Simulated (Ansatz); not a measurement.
Terminations of the (111)A surface of zinc-blende AlAs (Al plane on top), measured from the surface '2x2 with 3 H on 4 top atoms'. Atoms come from or go to: Al: fcc Al, As: rhombohedral As, H: ½ H2(g), In: tetragonal indium, Mg: hcp Mg, N: ½ N2(g), O: ½ O2(g). ΔE is the energy of forming the row's surface from that one (negative: more stable at these reservoirs); the vacuum level's shift is aligned on the shared bottom. No zero-point or thermal terms. These are constructed structures in small cells; real faces may alloy, dewet or reconstruct in larger ones, and not all known structures of the face are among them. Slabs of about 14 Å, Fermi-Dirac smearing of 0.025 eV. Bottom of the slabs: H caps. Relaxed from the named starts with such symmetry as they have, on meshes of like density; energies extrapolated to zero smearing; spin only where a row says so; no spin-orbit coupling, no U. Brackets mark spin-polarised runs, whose order is one that fits the cell. Where a second, spin-polarised start was run, the lower counts. A dash marks a value that is undefined for that row (no clear gap, or no work function of a gapped slab) or was not read reliably on its mesh.

These are PBE (plane waves to 420 eV, PAW; Ansatz, an electronic-structure program) values and carry that method's errors.

```tsv
surface	atoms added per 1x1	ΔE per 1x1 (eV)	slab gap (eV)	shift of the vacuum level (eV)	work function (eV)
2x2 Al adatom at T4	+0.25 Al, -0.75 H	(withheld)	0.46	-0.94	–
2x2 with 3 NH2 on 4 top atoms	+0.75 H, +0.75 N	-1.11	(withheld)	-1.29	–
2x2 with 2 H on 4 top atoms [spin, 1.0 μB a cell]	-0.25 H	0.26	–	-0.28	–
relaxed from the ideal Al-terminated 1x1 (like top atoms buckled by 0.8 Å) [spin, 1.0 μB a cell]	-0.75 H	0.78	–	-0.77	–
2x2 As adatom at T4 (1 As–As bonds broke)	+0.25 As, -0.75 H	0.31	0.62	-0.43	–
2x2 with 3 H on 4 top atoms	none	0.00	1.36	0.00	–
2x2 In adatom at H3	-0.75 H, +0.25 In	(withheld)	0.29	-1.25	–
2x2 Mg adatom at H3 [spin, 1.0 μB a cell]	-0.75 H, +0.25 Mg	0.69	–	-1.52	–
2x2 O adatom at T4 (3 Al–O bonds formed; 1 As–O bonds broke) [spin, 0.5 μB a cell]	-0.75 H, +0.25 O	-0.01	–	-1.21	3.62
OH on every top atom [spin start, no net moment]	+0.25 H, +1 O	-3.39	–	0.01	5.96
Al trimer, 2x2 (like top atoms buckled by 1.0 Å)	+0.75 Al, -0.75 H	1.08	0.40	-0.77	–
2x2 In adatom at T4	-0.75 H, +0.25 In	(withheld)	0.35	-0.96	–
```

Question: Fill in the missing entries.

Answer: 
- 2x2 Al adatom at T4, ΔE per 1x1 (eV): 0.61
- 2x2 with 3 NH2 on 4 top atoms, slab gap (eV): 1.37
- 2x2 In adatom at H3, ΔE per 1x1 (eV): 0.55
- 2x2 In adatom at T4, ΔE per 1x1 (eV): 0.52
